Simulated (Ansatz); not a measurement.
**HfSiO4 (I4₁/amd, No. 141, 12 atoms in the cell; start mp-4609)**

These are LDA in Ansatz (plane waves, PAW) values and carry that method's errors.

Numerical settings: plane-wave cutoff 520 eV, 8×8×8 k mesh, Fermi–Dirac smearing 0.01 eV, scalar-relativistic PAW data made under PBE.

Cell (relaxed at this level):

```cif
data_Hf2O8Si2
_chemical_formula_sum 'Hf2 Si2 O8'
_space_group_name_H-M_alt 'P 1'
_space_group_IT_number 1
_cell_length_a 5.48192
_cell_length_b 5.48192
_cell_length_c 5.48192
_cell_angle_alpha 106.967
_cell_angle_beta 106.967
_cell_angle_gamma 114.605
loop_
_space_group_symop_operation_xyz
  'x, y, z'
loop_
_atom_site_label
_atom_site_type_symbol
_atom_site_fract_x
_atom_site_fract_y
_atom_site_fract_z
_atom_site_occupancy
Hf1 Hf 0.00000 0.00000 0.00000 1
Hf2 Hf 0.75000 0.25000 0.50000 1
Si1 Si 0.25000 0.75000 0.50000 1
Si2 Si 0.50000 0.50000 0.00000 1
O1 O 0.13301 0.31805 0.81495 1
O2 O 0.06805 0.75310 0.68505 1
O3 O 0.50310 0.31805 0.18505 1
O4 O 0.06805 0.38301 0.31495 1
O5 O 0.61699 0.93195 0.68505 1
O6 O 0.68195 0.86699 0.18505 1
O7 O 0.24690 0.93195 0.31495 1
O8 O 0.68195 0.49690 0.81495 1
```

For HfSiO4 (I4₁/amd, No. 141, 12 atoms in the cell; start mp-4609), the band gap comes out as 5.42 eV and the smallest direct gap on the k points sampled is 5.80 eV. The direct gap at Γ is 5.85 eV.

Spin–orbit coupling is not included.

Static lattice: no zero-point or thermal effects.

A start named mp-… is a Materials Project structure, which need not be a measured phase.

Ansatz is an electronic-structure program.
